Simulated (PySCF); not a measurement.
PySCF 2.14.0, WB97X/def2-svp, df: W(O)(NMe)(Cl)(OH) (C[N]=[W](=[O])([OH])[Cl]), 10 atoms. The geometry is a generated start, not checked to be a minimum at this level.

- task: energy
- method: wb97x
- basis: def2-svp
- two-electron scheme: density fitting
- mol.max_memory: 3000 MB
- mf.max_cycle: 100
- mf.init_guess: minao (default)
- mf.conv_tol: 1e-09 (default)
- mf.grids.level: 3 (default)
- effective core potentials: those of the basis set, past Kr
- basis functions: 126
- grid points: 138608

```xyz
10

W      0.3621    -0.5353     1.1185
O      1.9790    -0.1261     1.3764
N     -0.1387    -0.0613    -0.5274
C     -0.1046     0.5065    -1.8298
H     -1.0242     1.0645    -2.0437
H      0.7532     1.1865    -1.9277
H     -0.0074    -0.2823    -2.5844
Cl     0.2949    -2.7522     1.1275
O     -0.7864     0.1781     2.4098
H     -1.3279     0.8218     2.8807
```

Charge 0 and multiplicity 1 are set for this test and not shown to be the ground state.

With the defaults (mf.DIIS = CDIIS, mf.diis = true, mf.damp = 0, mf.diis_start_cycle = 1, mf.level_shift = 0, newton = off, mf.diis_space = 8) it converges in 17 Fock builds. One run each on 2 threads, 1 BLAS thread, with these changes:
- mf.level_shift = 0.3 Hartree
- mf.diis_space = 12
- newton = Hessian by the SCF's own integrals
- mf.DIIS = EDIIS
- mf.diis_space = 20
- mf.diis = false
- mf.level_shift = 0.1 Hartree
- mf.diis = false, mf.damp = 0.7, mf.diis_start_cycle = 999
- mf.damp = 0.7, mf.diis_start_cycle = 8

Problem. Which of these changes keep the SCF from converging, or lead it to another solution?

Solution. No convergence: mf.DIIS = EDIIS; mf.diis = false (the run ends without SCF convergence in 100 cycles). The rest reach the solution of the defaults.

| setting | Fock builds | end |
|---|---|---|
| mf.diis_space = 20 | 16 | same solution |
| mf.diis_space = 12 | 16 | same solution |
| the defaults | 17 | same solution |
| mf.level_shift = 0.1 Hartree | 17 | same solution |
| mf.level_shift = 0.3 Hartree | 19 | same solution |
| mf.damp = 0.7, mf.diis_start_cycle = 8 | 19 | same solution |
| mf.diis = false, mf.damp = 0.7, mf.diis_start_cycle = 999 | 46 | same solution |
| newton = Hessian by the SCF's own integrals | 51 | same solution |
| mf.DIIS = EDIIS | 101 | no convergence |
| mf.diis = false | 101 | no convergence |

Under newton the count holds the products with the orbital Hessian.
